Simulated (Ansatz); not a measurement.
Take Al2Pt (space group Fm-3m, No. 225; relaxed with 0.1 eV smearing) as the base.

```
CELL_PARAMETERS angstrom
      0.00000     2.97326     2.97326
      2.97326     0.00000     2.97326
      2.97326     2.97326     0.00000
ATOMIC_POSITIONS crystal
  Al 0.25000 0.25000 0.25000
  Al 0.75000 0.75000 0.75000
  Pt 0.00000 0.00000 0.00000
```

Cartesian axes are those of the cell as printed.

The values are results of plane-wave PAW DFT at the PBE level (Ansatz, a first-principles code, 420 eV), without spin-orbit coupling, not measurements.

One thing is altered: every lattice vector is stretched by 1.50 %; the atoms relax in the strained cell.

Problem. Predict the stress tensor and what it implies for the stiffness.

Solution. Stress of the strained cell less that of the base (GPa, compression positive):
```
   -5.2     0.0     0.0
    0.0    -5.2     0.0
    0.0     0.0    -5.2
```

Then B = −ΔP/(ΔV/V₀) with ΔV/V₀ = 0.0457 gives secant stiffness values (nonlinear terms included at this strain): B ≈ 114 GPa.

As a check, the harmonic strain energy −½ V₀ Δσ:ε is 13 meV/atom; the computed energy rise is 14 meV/atom.

No phonon test of stability was made. All final runs are without spin polarisation.
